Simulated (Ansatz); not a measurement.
Response to strain in AlRu

Take AlRu in the CsCl type structure (space group Pm-3m, No. 221; a = 2.955 Å; relaxed with 0.1 eV smearing) as the base.

Strains are applied to the cell and any free atomic positions relax.

Calculations: LDA in Ansatz (plane waves to 420 eV, PAW, spin-orbit coupling left out).

Notes on the quantities. energy relative to the base: free energy F.

| variant | energy relative to the base | pressure | shortest interatomic distance |
|---|---|---|---|
| base | 0 meV/atom | 0.0 GPa | 2.559 Å |
| isotropic strain −3.00 % | +83 meV/atom | 25.8 GPa | 2.482 Å |
| isotropic strain −2.00 % | (withheld) | (withheld) | 2.508 Å |
| isotropic strain −1.50 % | +20 meV/atom | 11.6 GPa | 2.520 Å |
| isotropic strain −1.00 % | (withheld) | 7.4 GPa | 2.533 Å |
| isotropic strain +0.50 % | +2.1 meV/atom | -3.3 GPa | 2.571 Å |
| isotropic strain +1.00 % | +8.1 meV/atom | -6.5 GPa | 2.584 Å |
| isotropic strain +1.50 % | +18 meV/atom | -9.4 GPa | 2.597 Å |
| isotropic strain +2.50 % | +48 meV/atom | -14.5 GPa | 2.623 Å |
| isotropic strain +3.00 % | +68 meV/atom | -16.8 GPa | 2.635 Å |

### Question
Complete the table.

### Answer

- isotropic strain −2.00 %, energy relative to the base: +36 meV/atom
- isotropic strain −2.00 %, pressure: 16.0 GPa
- isotropic strain −1.00 %, energy relative to the base: +8.7 meV/atom

No phonon test of stability was made. The final runs are not spin-polarised.

Ansatz is an electronic-structure program.
